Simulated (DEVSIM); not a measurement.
Device: abrupt GaAs n-p junction, at 300 K.

Layer 1 from the left is GaAs, thickness (μm) 0.720, Nd (cm⁻³) 3.4e16, τn (s) 3.9e-8, τp (s) 3.9e-8. Layer 2 from the left is GaAs, thickness (μm) 8.20, Na (cm⁻³) 2.2e17, τn (s) 3.9e-8, τp (s) 3.9e-8.

Left contact: ohmic. Right contact: ohmic. Voltage is applied to the left contact. Recombination: SRH at mid-gap. Mobility is constant in doping.

The device is made up for the run: typed textbook-type constants, with dimensions and the other settings drawn at random. Values at 300 K.

GaAs: gap (eV) 1.424, affinity (eV) 4.07, permittivity 12.9, Nc (cm⁻³) 4.7e17, Nv (cm⁻³) 9e18, μn (cm²/Vs) 8500, μp (cm²/Vs) 400.

DEVSIM, 1D drift-diffusion, Boltzmann statistics, complete ionisation; no tunnelling, impact ionisation, image-force lowering or self-heating.

Question: What does the simulation give for the largest field in the device at zero bias, the dark forward voltage at 1 A/cm², the dark forward voltage at 100 A/cm², the potential step across the device at zero bias?

Answer: largest field in the device at zero bias 100000 V/cm; dark forward voltage at 1 A/cm² 1.030 V; dark forward voltage at 100 A/cm² 1.156 V; potential step across the device at zero bias 1.260 V.
